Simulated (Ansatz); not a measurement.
Al2O3, response to strain

Base system: Al2O3 in the corundum structure (space group R-3c, No. 167).

```
Al2O3
1.0
    2.37945     1.37377     4.33172
   -2.37945     1.37377     4.33172
    0.00000    -2.74755     4.33172
Al O
4 6
Direct
  0.35191   0.35191   0.35191
  0.14809   0.14809   0.14809
  0.64809   0.64809   0.64809
  0.85191   0.85191   0.85191
  0.55637   0.94363   0.25000
  0.25000   0.55637   0.94363
  0.94363   0.25000   0.55637
  0.44363   0.05637   0.75000
  0.75000   0.44363   0.05637
  0.05637   0.75000   0.44363
```

Cartesian axes are those of the cell as printed.

Strains are applied to the cell and any free atomic positions relax; under biaxial strain the out-of-plane vector relaxes too; under stress the whole cell relaxes.

Level of theory: r2SCAN/PAW in Ansatz (a first-principles code), scalar-relativistic without spin-orbit coupling.

Notes on the quantities. energy relative to the base: free energy F.

```csv
change,band gap,energy relative to the base,volume per atom,width of the top valence band
base,7.14 eV,0 meV/atom,8.50 Å³,0.65 eV
"biaxial strain −2.52 %, plane normal [001], relaxed out of plane",7.63 eV,+21 meV/atom,8.17 Å³,0.71 eV
"biaxial strain −1.91 %, plane normal [001], relaxed out of plane",7.53 eV,?,8.25 Å³,0.69 eV
"biaxial strain +2.20 %, plane normal [001], relaxed out of plane",6.44 eV,+15 meV/atom,8.78 Å³,0.82 eV
tensor shear ε_yz = −2.89 %,?,+13 meV/atom,8.49 Å³,–
"uniaxial stress, 2 GPa compression along z",7.13 eV,+0.2 meV/atom,8.47 Å³,0.69 eV
"uniaxial stress, 8 GPa tension along z",7.00 eV,+3.7 meV/atom,8.59 Å³,0.64 eV
```

Problem. Complete the table.

Solution. 
- biaxial strain −1.91 %, plane normal [001], relaxed out of plane, energy relative to the base: +12 meV/atom
- tensor shear ε_yz = −2.89 %, band gap: 7.07 eV

Stability under load was not tested beyond the relaxation.
